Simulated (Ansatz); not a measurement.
Base system: MgTe in the wurtzite structure (space group P6_3mc, No. 186; a = 4.561 Å, c = 7.413 Å).

Method: PBEsol (Ansatz, a quantum-chemistry and plane-wave program; PAW; 420 eV plane waves; without spin-orbit coupling), earlier PAW set.

Before the change:

The electron mass comes out as 0.15 mₑ along c, 0.17 mₑ across (at Γ), the gap character is direct at Γ and the pressure comes out as -0.01 GPa. The band gap is 2.39 eV.

One thing is altered: the cell is scaled by 1.0576 in all directions, atoms relaxed at fixed cell.

Task: Estimate the effect on the electron mass.

Result: The electron mass changes from 0.15 mₑ along c, 0.17 mₑ across (at Γ) to 0.14 mₑ along c, 0.16 mₑ across (at Γ).

Task: Estimate the effect on the gap character.

Result: The gap character stays direct at Γ.

Task: Predict the new pressure.

Result: The pressure (mean of the normal stresses, compression positive) falls by 4.27 GPa, from -0.01 GPa to -4.28 GPa.

Task: Estimate the effect on the band gap.

Result: The band gap drops by 0.684 eV (2.39 eV → 1.70 eV).

With Te present, leaving out spin-orbit coupling can change the band edges. The cells carry an imposed strain or load. Effective masses come from finite differences of ±0.01 Å⁻¹. No phonon test of stability was made.
